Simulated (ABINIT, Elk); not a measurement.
An Elk input for a self-consistent single point of Ti₃Nb (Amm2, 4 atoms in the cell) (DFT, LDA (PW92), all-electron FP-LAPW, Elk's shipped species files, APW+lo basis with extra local orbitals):

```
tasks
  0

xctype
  3

rgkmax
  7.5

gmaxvr
  14.0

nxlo
  2

lorbcnd
  .true.

rmtscf
  0.99

lmaxi
  2

stype
  3

swidth
  0.00367493

scale
  1.889726125

avec
    8.8660500000    0.0000000000    0.0000000000
    0.0000000000    1.5738850000    2.3621870000
    0.0000000000   -1.5738850000    2.3621870000

atoms
  2   : nspecies
  'Ti.in'   : spfname
  3   : natoms; atposl, bfcmt below
  0.0000000000  0.1826700000  0.1826700000    0.0 0.0 0.0
  0.2484500000  0.7913400000  0.7913400000    0.0 0.0 0.0
  0.7515500000  0.7913400000  0.7913400000    0.0 0.0 0.0
  'Nb.in'   : spfname
  1   : natoms; atposl, bfcmt below
  0.5000000000  0.2346400000  0.2346400000    0.0 0.0 0.0

ngridk
  3 10 10
```

### Question
Write the same calculation as an input for ABINIT.

### Answer
One input that does it (others would too):

```
# Ti3Nb, PseudoDojo nc-sr-04 LDA standard
pp_dirpath "./"
pseudos "Ti.upf, Nb.upf"
acell 16.7544063072 5.3639740122 5.3639740122
rprim
         1.0000000000    0.0000000000    0.0000000000
         0.0000000000    0.5544791222    0.8321976346
         0.0000000000   -0.5544791222    0.8321976346
natom 4
ntypat 2
znucl 22 41
typat 1 1 1 2
xcart
         0.0000000000    0.0000000000    0.8630013986
         2.2027701225    0.0000000000    3.7385861212
         6.6632798775    0.0000000000    3.7385861212
         4.4330250000    0.0000000000    1.1085271154
      Angstrom
ecut 84 Ry
occopt 3
tsmear 0.1 eV
nband 33
kptopt 1
ngkpt 3 10 10
nshiftk 1
shiftk 0 0 0
nstep 100
tolvrs 1.0e-10
prtwf 0
prtden 0
prtvol 1
enunit 2
```

Basis, cutoffs, solver keys and any potentials are the target program's own. This input uses DFT, LDA (PW92), plane waves, norm-conserving pseudopotentials (PseudoDojo nc-sr-04 LDA standard). LDA parametrisations can differ slightly between programs.

The starting cell comes from a database of computed structures (which also holds hypothetical and non-ambient phases and stackings), without a prior relaxation at this level. For this run, on top of that: lattice scaled by 0.98.
